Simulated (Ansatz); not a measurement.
The parent structure is InP in the CsCl type structure (space group Pm-3m, No. 221; a hypothetical phase, not in the database extracts checked; relaxed with 0.1 eV smearing).

```xyz
2
Lattice="3.3880 0.0000 0.0000 0.0000 3.3880 0.0000 0.0000 0.0000 3.3880" Properties=species:S:1:pos:R:3 pbc="T T T"
In     0.0000     0.0000     0.0000
P      1.6940     1.6940     1.6940
```

Cartesian axes are those of the cell as printed.

All numbers come from PBEsol in Ansatz (plane waves to 420 eV, PAW, scalar-relativistic without spin-orbit coupling).

For the base:

The shortest interatomic distance comes out as 2.934 Å and the band gap comes out as zero.

It is then changed as follows: a pure shear with ε_xy = ε_yx = -0.0069, atoms relaxed at fixed cell.

Problem. How does this affect the energy relative to the base?

Solution. The energy hardly moves.

Problem. How does this affect the stress?

Solution. The stress (xx, yy, zz, yz, xz, xy; compression positive) is (0.0, 0.0, 0.0, 0.0, 0.0, 0.2) GPa.

Problem. What happens to the shortest interatomic distance?

Solution. The shortest interatomic distance decreases by 0.013 Å to 2.921 Å.

Problem. What happens to the band gap?

Solution. The band gap is still zero.

The cells carry an imposed strain or load. Whether these cells are dynamically stable was not tested. All final runs are without spin polarisation.

Ansatz is a quantum-chemistry and plane-wave program.
